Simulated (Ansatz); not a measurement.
## BeTe (model structure, started from the PtS type, P4₂/mmc, No. 131, 4 atoms in the cell): equilibrium volume per atom by level of theory

No measured value is used here.

| level (code) | value (Å³/atom) |
|---|---|
| PBE (Ansatz) | 24.54 |
| PBEsol (Ansatz) | ? |
| PBE-D3(BJ) (Ansatz) | 23.08 |

### Question
Fill in the missing entries.

### Answer

- PBEsol (Ansatz, an electronic-structure program), value (Å³/atom): 23.47

Ansatz's density-functional and Hartree–Fock values are scalar-relativistic unless marked +SOC, with PAW data made under PBE.

A model structure was made by putting elements into a prototype or built by hand; it is no filed structure, need not be a known phase, and can be a saddle point held by its symmetry.
